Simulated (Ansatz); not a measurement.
L1₂ (Cu3Au-type) Ni₃Fe

Computed with PBEsol in Ansatz (plane waves, PAW).

Run with plane-wave cutoff 500 eV, 16×16×16 k mesh, Fermi–Dirac smearing 0.1 eV, spin-polarised with parallel moments, scalar-relativistic PAW data made under PBE.

Cell (relaxed at this level):

```yaml
crystal:
  lattice:
    - [3.48918, 0.00000, 0.00000]
    - [0.00000, 3.48918, 0.00000]
    - [0.00000, 0.00000, 3.48918]
  atoms:
    - { symbol: Fe, position: [0.00000, 0.00000, 0.00000] }
    - { symbol: Ni, position: [0.00000, 0.50000, 0.50000] }
    - { symbol: Ni, position: [0.50000, 0.00000, 0.50000] }
    - { symbol: Ni, position: [0.50000, 0.50000, 0.00000] }
```

```json
{
  "magnetic moment (largest site, within a sphere)": "2.82 μB"
}
```

Moments are spin moments.

Computing time: roughly 6 core-minutes.

Ansatz is a first-principles code.
